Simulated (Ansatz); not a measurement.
**What uniaxial stress, 8 GPa compression along z does to TiAl3**

Base system: TiAl$_{3}$ (space group I4/mmm, No. 139; a = 3.848 Å, c = 8.613 Å; relaxed with 0.1 eV smearing). Axes: x, y, z lie along a, b, c of the conventional cell.

It is then changed as follows: uniaxial stress, 8 GPa compression along z, with the cell and atoms free to relax against it.

Level of theory: Kohn–Sham DFT with the PBE functional, run in Ansatz (a quantum-chemistry and plane-wave program) with PAW and 420 eV plane waves, no spin-orbit coupling. Settings: 21×21×21 k-points, 0.1 eV Fermi–Dirac smearing.

```csv
quantity,base,changed,shift
volume per atom,15.94 Å³,15.57 Å³,-0.375 Å³
space group,I4/mmm (No. 139),I4/mmm (No. 139),–
energy relative to the base (free energy F),0 meV/atom,+15 meV/atom,+15 meV/atom
band gap,zero,zero,–
"strain response (xx, yy, zz)",–,"(+0.75, +0.75, −3.80) %",–
secant Young's modulus along z,–,210 GPa,–
mean lateral Poisson ratio,–,0.20,–
```

Final structure:

```xyz
4
Lattice="-1.9386 1.9386 4.1426 1.9386 -1.9386 4.1426 1.9386 1.9386 -4.1426" Properties=species:S:1:pos:R:3 pbc="T T T"
Al     0.0000     0.0000     4.1426
Al     0.0000     1.9386     2.0713
Al     1.9386     0.0000     2.0713
Ti     0.0000     0.0000     0.0000
```

Stability under load was not tested beyond the relaxation. The final runs are not spin-polarised.
